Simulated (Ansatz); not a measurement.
The parent structure is ZrSi$_{2}$ (space group Cmcm, No. 63; a = 3.689 Å, b = 14.858 Å, c = 3.667 Å). Axes: x, y, z lie along a, b, c of the conventional cell.

The values are results of r2SCAN (Ansatz, a quantum-chemistry and plane-wave program), without spin-orbit coupling, not measurements.

Before the change:

| Quantity | Result |
|---|---|
| Volume per atom | 16.75 Å³ |

Perturbation: uniaxial stress, 5 GPa compression along z, with the cell and atoms free to relax against it.

Question: How does this affect the energy relative to the base?

Answer: The energy grows by 5.0 meV/atom.

Question: Estimate the effect on the volume per atom.

Answer: The volume per atom falls by 0.15 Å³, from 16.75 Å³ to 16.60 Å³.

Without a gap, meshes like the base's 13×13×13 leave anisotropic stresses uncertain by several tenths of a GPa, and small strain energies with them. Load acts through the strain it causes; cell and atoms are relaxed under it. Stability under load was not tested beyond the relaxation. All final runs are without spin polarisation.
